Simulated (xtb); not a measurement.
xtb 6.7.1, GFN2-xTB: Hf(OtBu)2(NH2)2 (CC(C)(C)[O][Hf]([NH2])([NH2])[O]C(C)(C)C), 35 atoms. The geometry is a generated start, not checked to be a minimum at this level.

```
Quantity                                                                                                        Value
------------------------  -------------------------------------------------------------------------------------------
method                                                                                                       GFN2-xTB
--acc                                                                                                     1 (default)
--etemp (K)                                                                                             300 (default)
detailed input (--input)  none: ANC optimiser, Lindh (1995) Hessian, microcycle=20, maxdispl=1.0, hlow=0.01 (default)
basis functions                                                                                                    80
valence electrons                                                                                                  80
```

Charge 0 and multiplicity 1 are set for this test and not shown to be the ground state.

The structure is relaxed from this start with --opt LEVEL for the levels crude, sloppy, loose, lax, normal, tight, vtight, extreme, once each. Up to the end of the extreme run atoms move by at most 0.18 Å along an axis.

Q: What is the loosest level that ends within 1 meV of the extreme run, and how many cycles does it take?

A: normal: 10 cycles against 22, ending 0.15 meV above.

| level | cycles | energy above the extreme run (meV) | gradient norm (eV/Å) |
|---|---|---|---|
| crude | 1 | 4.7 | 0.18 |
| sloppy | 1 | 4.7 | 0.18 |
| loose | 1 | 4.7 | 0.18 |
| lax | 6 | 1.4 | 0.072 |
| normal | 10 | 0.15 | 0.025 |
| tight | 12 | 0.044 | 0.0098 |
| vtight | 16 | 0.012 | 0.0082 |
| extreme | 22 | — | 0.0013 |
